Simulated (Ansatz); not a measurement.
An Ansatz (a first-principles code) run: CsPbCl3 with a change (tensor shear ε_xy = +1.00 %); LDA/PAW in Ansatz, no spin-orbit coupling.

Input:

Ansatz 0.2 input:
```yaml
crystal:
  lattice:
    - [5.5208567344, 0.0552085673, 0]
    - [0.0552085673, 5.5208567344, 0]
    - [0, 0, 5.5208567344]
  atoms:
    - { symbol: Cs, position: [0, 0, 0] }
    - { symbol: Pb, position: [0.5, 0.5, 0.5] }
    - { symbol: Cl, position: [0.5, 0, 0.5] }
    - { symbol: Cl, position: [0, 0.5, 0.5] }
    - { symbol: Cl, position: [0.5, 0.5, 0] }
basis: { ecutwfc: 420, ecutrho_ratio: 4, xc_grid: 2, fft_grid_basis: typed }
kpoints: { mp_grid: { grid: [6, 6, 6] } }
hamiltonian:
  xc: lda
  dispersion: none
  pseudopotentials: { kind: paw }
scf: { occupations: { method: fermi_dirac, width: 0.05 }, convergence: { dr2_threshold: 0.0000000005 } }
relax: { f_tol: 0.005, max_steps: 50 }
output: { forces: true, stress: true }
checkpoint: { write: state.ck, write_every: 1000 }
```

Output (explanatory and most iteration lines left out):

```
Relaxation: its limit of steps is 50 (relax.max_steps)
Pseudopotential: Cs, paw, valence charge 9
Pseudopotential: Pb, paw, valence charge 14
Pseudopotential: Cl, paw, valence charge 7
Crystal: 5 atoms, lattice volume = 168.258 Å³
Basis set: ecut = 420 eV, 3291 PW (Γ), exchange–correlation on 80×80×80 points (8 copies of the dense FFT grid, shifted against one another)
Bands: 27, of which v1, the nominal top of the filled ones, is band 22 counted from 1 (21 counted from 0)
Symmetry: 8 space group operations
Space group: Cmmm (ITA 65), of the structure as read, at distance tolerance 5.5e-5 Å
k-points: 52 of 216
Functional: x = slater, c = lda
SCF iter   1: F=—  HF=-20246.789778 eV  |F-HF|=—  |Δ(HF+E_count)|=         —  Δρ=5.53e-3  dr2=5.97e-2  ethr=1.77e-3  ⟨swp⟩=7.4  Hψ=7488  notcnv=0
SCF iter   2: F=—  HF=-20246.772168 eV  |F-HF|=—  |Δ(HF+E_count)|=   1.76e-2  Δρ=2.59e-3  dr2=8.97e-3  ethr=1.36e-4  ⟨swp⟩=2.6  Hψ=2690  notcnv=0  defer=14
SCF 1 converged in 8 iterations: F = -20246.769552 eV  dr2 = 1.72e-10
relax step   1: F+E_penalty+E_count = -20246.76955238 eV  Δ(F+E_penalty+E_count) = +0.000e0 eV  max|allowed force component| = 3.124e-28 eV/Å  Δτ_max = 0.0000 Å  (8 SCF iters, accepted)
SCF converged after 8 iterations
Free energy (F): -20246.769552 eV
Internal energy: -20246.769552 eV  (E = F + TS)
E sigma→0 (E₀):  -20246.769552 eV
Fermi energy:    5.206115 eV
--- Forces (eV/Å), atoms counted from 1 ---
  atom   1  Cs     0.00000000     0.00000000     0.00000000
  atom   2  Pb    -0.00000000    -0.00000000     0.00000000
  atom   3  Cl     0.00000000    -0.00000000     0.00000000
  atom   4  Cl    -0.00000000     0.00000000     0.00000000
  atom   5  Cl    -0.00000000    -0.00000000     0.00000000
--- Stress (GPa, compression-positive) ---
        0.000469      -0.084575       0.000000
       -0.084575       0.000469       0.000000
        0.000000       0.000000       0.001345
  P = ⅓ Tr σ = 0.0008 GPa (0.008 kbar)
--- Relaxed structure (1 steps of the walk, 1 accepted, 0 SCFs on fresh bases) ---
  atoms:
    - { symbol: Cs, position: [0.0, 0.0, 0.0] }
    - { symbol: Pb, position: [0.5000000000000001, 0.5000000000000001, 0.5] }
    - { symbol: Cl, position: [0.5000000000000001, 0.0, 0.5] }
    - { symbol: Cl, position: [0.0, 0.5000000000000001, 0.5] }
    - { symbol: Cl, position: [0.5000000000000001, 0.5000000000000001, 0.0] }
```

With Pb present, leaving out spin-orbit coupling can change the band edges. The cells carry an imposed strain or load. Whether these cells are dynamically stable was not tested. The cell was made from CsPbCl₃ in the cubic perovskite structure (space group Pm-3m, No. 221) by this change: tensor shear ε_xy = +1.00 %. Many cubic perovskites are stable only at high temperature; tilts and polar distortions were not tested. This is not the structure that CsPbCl3 has at room temperature and ambient pressure.
